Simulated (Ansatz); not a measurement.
Results of r²SCAN (Ansatz, a first-principles code, plane waves, PAW) for Ga2O3 (model structure, started from the Bi2Te3 type, R-3m, No. 166, 5 atoms in the cell).

Settings: plane-wave cutoff 560 eV, 14×14×14 k mesh, Fermi–Dirac smearing 0.01 eV, scalar-relativistic PAW data made under PBE.

Cell (relaxed at this level):

Space group R-3m, hexagonal axes (No. 166); a = b = 2.9852 Å, c = 21.4454 Å, α = β = 90.00°, γ = 120.00°

| atom | site | symmetry | x | y | z |
|---|---|---|---|---|---|
| Ga | 6c | 3m | 0.0000 | 0.0000 | 0.3984 |
| O | 3a | -3m | 0.0000 | 0.0000 | 0.0000 |
| O | 6c | 3m | 0.0000 | 0.0000 | 0.2345 |
(The calculation used a cell of 5 atoms; values per cell refer to that cell.)

Q: What does this level give for the band gap and smallest direct gap on the k points sampled?

A: 
band gap: 3.33 eV
smallest direct gap on the k points sampled: 3.34 eV

Note: the relaxation could raise the start's symmetry but not lower it, so the cell can be a saddle point; the cell has widely spaced layers and the level no dispersion term, so their spacing and the moduli can rest on weak binding.

Spin–orbit coupling is not included.

Static lattice: no zero-point or thermal effects.

Cost on a shared machine: very roughly 70 core-seconds.

A model structure was made by putting elements into a prototype or built by hand; it is no filed structure, need not be a known phase, and can be a saddle point held by its symmetry.
